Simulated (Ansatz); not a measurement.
Given:

```yaml
crystal:
  lattice:
    - [3.28472, 0.00000, 0.00000]
    - [1.64236, 2.84465, 0.00000]
    - [1.64236, -0.94822, 2.64779]
  atoms:
    - { symbol: Hf, position: [0.00000, 0.00000, 0.00000] }
    - { symbol: C, position: [0.00000, 0.50000, 0.50000] }
```

No spin polarisation.

The values are results of DFT with PBEsol, PAW potentials and a 420 eV plane-wave cutoff in Ansatz (a program for electronic structure), no spin-orbit coupling, not measurements. Settings: 22×22×22 k-points, 0.1 eV Fermi–Dirac smearing.

Question: Predict the band gap.

Answer: Zero.

Question: What pressure (mean of the normal stresses, compression positive) does the calculation give?

Answer: -2.9 GPa.

The cells carry an imposed strain or load. Stability against distortions was not tested. The final runs are not spin-polarised. The cell was made from HfC in the rock salt structure (space group Fm-3m, No. 225) by this change: biaxial strain +0.83 %, plane normal [111], relaxed out of plane.
